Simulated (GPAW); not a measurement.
Band structure of InAs (F-43m, 2 atoms in the cell).

```yaml
crystal:
  lattice:
    - [0.00000, 3.10150, 3.10150]
    - [3.10150, 0.00000, 3.10150]
    - [3.10150, 3.10150, 0.00000]
  atoms:
    - { symbol: In, position: [0.75000, 0.75000, 0.75000] }
    - { symbol: As, position: [0.00000, 0.00000, 0.00000] }
```

Method of the run: PBE, real-space grid, GPAW PAW datasets PBE (gpaw-data 1.0.1) (GPAW).

Settings: mode = fd; h = 0.18 Å; xc = PBE; kpts = 9 9 9; mesh shift (steps) = 0 0 0; occupations.name = fermi-dirac; occupations.width = 0.05 eV; nbands = -6; convergence.forces = 0.001 eV/Å; symmetry.symmorphic = false; symmetry.tolerance = 0.0005; maxiter = 120; bandpath_npoints = 50.

The starting cell comes from a database of computed structures (which also holds hypothetical and non-ambient phases and stackings), without a prior relaxation at this level. Its lattice was rescaled by a random factor within 2.5 % of one. The run gives no clean gap (levels at the Fermi energy touch, overlap or are partly filled at this smearing), which alone does not show that the compound is a metal.

Levels in eV from the Fermi level, bands 6 to 13:
```
point       6      7      8      9     10    11    12    13
-----  ------  -----  -----  -----  -----  ----  ----  ----
Γ      -11.46  -0.64  -0.07  -0.07  -0.07  3.78  3.79  3.79
X       -9.74  -5.59  -2.15  -2.15   1.60  1.98  8.65  8.67
W       -9.71  -5.46  -2.72  -2.63   3.82  4.20  4.71  5.98
K       -9.76  -5.47  -3.00  -1.82   2.06  4.03  6.92  7.06
L      -10.21  -5.46  -0.95  -0.95   0.73  4.56  4.56  6.68
U       -9.76  -5.47  -3.00  -1.82   2.06  4.03  6.92  7.06
```

Bands cross the Fermi level along this path, so the cell is metallic at this level.
